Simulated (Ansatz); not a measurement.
Rh under a change: isotropic strain −2.00 %

Take Rh in the fcc (Cu type) structure (space group Fm-3m, No. 225; a = 3.8015 Å; relaxed with 0.1 eV smearing) as the base.

It is then changed as follows: the cell is scaled by 0.9800 in all directions; the atoms relax in the strained cell.

All numbers come from r2SCAN (Ansatz, a quantum-chemistry and plane-wave program), scalar-relativistic without spin-orbit coupling. Settings: 30×30×30 k-points, 0.1 eV Fermi–Dirac smearing.

The space group remains Fm-3m (No. 225) and the shortest interatomic distance drops by 5.4 pm (268.8 pm → 263.4 pm). The energy increases by 47 meV/atom and the pressure goes from zero to 19.8 GPa. The band gap is still zero.

Final structure:

```xyz
1
Lattice="0.0000 1.8628 1.8628 1.8628 0.0000 1.8628 1.8628 1.8628 0.0000" Properties=species:S:1:pos:R:3 pbc="T T T"
Rh     0.0000     0.0000     0.0000
```

Whether these cells are dynamically stable was not tested. The final runs are not spin-polarised.
